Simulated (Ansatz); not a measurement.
System: rock-salt NaH. Method: G0W0@PBE in Ansatz (hard PAW, contour deformation).

The same calculation (at the measured cell, 14.455 Å³/atom) with different numerical settings; throughout: k mesh 2×2×2:

| run | response cutoff (eV) | empty bands | quasiparticle gap on the mesh (eV) | quasiparticle gap at Γ (eV) | rough time |
|---|---|---|---|---|---|
| 1 | 100 | 121 | 5.380 | 16.238 | 3 core-s |
| 2 | 150 | 222 | 5.450 | 16.158 | 6 core-s |
| 3 | 200 | 341 | 5.489 | 16.124 | 10 core-s |
| 4 | 250 | 477 | 5.513 | 16.104 | 30 core-s |
| 5 | 300 | 627 | 5.525 | 16.097 | 40 core-s |
| 6 | 400 | 965 | 5.539 | 16.096 | 60 core-s |

In the column quasiparticle gap on the mesh (eV) the first row differs from the last by -0.159 and the next to last by -0.014.

The last row is no converged limit: other settings stay fixed.

Ansatz is a first-principles code.
